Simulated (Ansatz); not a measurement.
Take Eu in the bcc (W type) structure (space group Im-3m, No. 229; a = 4.450 Å; ferromagnetic) as the base. Axes: x, y, z lie along the cube axes.

Method: r2SCAN in Ansatz (plane waves to 500 eV, PAW, no SOC), earlier PAW set.

Free-standing slabs (1 atom(s) a layer) normal to [110] with 15 Å of vacuum; in-plane cell held at bulk.

One change was made to it. Results:

The excess energy per area of both faces (slab less bulk energy over the cell's area: twice a surface energy) is 1.03 J/m² (uncertain by up to 0.05 J/m²); the magnetic state stays ferromagnetic; the shortest interatomic distance falls by 8.73 pm to 376.6 pm.

### Question
Which change produced these results?
A. 4 layers
B. 3 layers
C. 2 layers

### Answer
A, 4 layers. For comparison, the shortest interatomic distance in the other runs: 3 layers gives 380.8 pm; 2 layers gives 358.9 pm.

The magnetic state is the one reached from the starting moments; the real material's order can differ, and small cells can't hold many antiferromagnetic ones. The state of the 4f shell was not checked for lower solutions. Slab and bulk use different k-meshes, which limits the precision of the excess energy. No phonon test of stability was made.

Ansatz is a quantum-chemistry and plane-wave program.
